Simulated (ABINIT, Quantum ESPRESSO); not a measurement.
An ABINIT input for a self-consistent single point of Sr2H3I (P-3m1, 6 atoms in the cell) (DFT, PBEsol, plane waves, norm-conserving pseudopotentials (PseudoDojo nc-sr-04 PBEsol standard)):

```
# Sr2H3I, PseudoDojo nc-sr-04 PBEsol standard
pp_dirpath "./"
pseudos "Sr.upf, H.upf, I.upf"
acell 4.1578753604 4.1578753604 7.5290950000 Angstrom
rprim
         1.0000000000    0.0000000400    0.0000000000
        -0.5000000347    0.8660253838    0.0000000000
         0.0000000000    0.0000000000    1.0000000000
natom 6
ntypat 3
znucl 38 1 53
typat 1 1 2 2 2 3
xred
         0.6666666667    0.3333333333    0.6786600000
         0.3333333333    0.6666666667    0.3213400000
         0.0000000000    0.0000000000    0.5000000000
         0.6666666667    0.3333333333    0.3572500000
         0.3333333333    0.6666666667    0.6427500000
         0.0000000000    0.0000000000    0.0000000000
ecut 36 Ha
occopt 3
tsmear 0.00073499
nband 21
kptopt 1
ngkpt 6 6 3
nshiftk 1
shiftk 0 0 0
nstep 100
tolvrs 1.0e-10
prtwf 0
prtden 0
```

Question: Translate this input to Quantum ESPRESSO.

Answer: One input that does it (others would too):

```fortran
&CONTROL
 calculation = 'scf'
 outdir = './tmp'
 pseudo_dir = './'
 tprnfor = .true.
 tstress = .true.
/
&SYSTEM
 ibrav = 0
 nat = 6
 ntyp = 3
 ecutwfc = 75
 occupations = 'smearing'
 smearing = 'fd'
 degauss = 0.00147
/
&ELECTRONS
 conv_thr = 1.0d-10
/
ATOMIC_SPECIES
Sr    87.6200  Sr.upf
H      1.0080  H.upf
I    126.9045  I.upf
CELL_PARAMETERS {angstrom}
   4.15787536     0.00000000     0.00000000
  -2.07893768     3.60082569     0.00000000
   0.00000000     0.00000000     7.52909500
ATOMIC_POSITIONS {bohr}
Sr    3.92862285    2.26819146    9.65592529
Sr    0.00000000    4.53638291    4.57200223
H     0.00000000    0.00000000    7.11396376
H     3.92862285    2.26819146    5.08292710
H     0.00000000    4.53638291    9.14500041
I     0.00000000    0.00000000    0.00000000
K_POINTS {automatic}
6 6 3  0 0 0
```

Basis, cutoffs, solver keys and any potentials are the target program's own. This input uses DFT, PBEsol, plane waves, PseudoDojo standard norm-conserving (PBESOL) pseudopotentials.

The starting cell comes from a database of computed structures (which also holds hypothetical and non-ambient phases and stackings), without a prior relaxation at this level. For this run, on top of that: lattice scaled by 0.98.
